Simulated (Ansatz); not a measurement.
System: ZrNBr (R-3m, No. 166, 6 atoms in the cell; start mp-541912). Method: PBEsol (Ansatz, a quantum-chemistry and plane-wave program, PAW).

Run with plane-wave cutoff 500 eV, 12×12×12 k mesh, Fermi–Dirac smearing 0.05 eV, scalar-relativistic PAW data made under PBE.

Cell (relaxed at this level):

```cif
data_Br2N2Zr2
_chemical_formula_sum 'Zr2 Br2 N2'
_space_group_name_H-M_alt 'P 1'
_space_group_IT_number 1
_cell_length_a 10.33111
_cell_length_b 10.33111
_cell_length_c 10.33111
_cell_angle_alpha 20.198
_cell_angle_beta 20.198
_cell_angle_gamma 20.198
loop_
_space_group_symop_operation_xyz
  'x, y, z'
loop_
_atom_site_label
_atom_site_type_symbol
_atom_site_fract_x
_atom_site_fract_y
_atom_site_fract_z
_atom_site_occupancy
Zr1 Zr 0.87586 0.87586 0.87586 1
Zr2 Zr 0.12414 0.12414 0.12414 1
Br1 Br 0.60717 0.60717 0.60717 1
Br2 Br 0.39283 0.39283 0.39283 1
N1 N 0.80494 0.80494 0.80494 1
N2 N 0.19506 0.19506 0.19506 1
```

Q: Give the computed band gap.

A: 
- band gap: 1.50 eV (on the SCF k mesh)

Note: the relaxation could not lower the start's symmetry, so the cell can be a saddle point above a distorted one; the cell has widely spaced layers and the level no dispersion term, so their spacing and the moduli can rest on weak binding.

Spin–orbit coupling is not included.

Static lattice: no zero-point or thermal effects.

Computing time: around 5 core-minutes (rough).

A start named mp-… is a Materials Project structure, which need not be a measured phase.
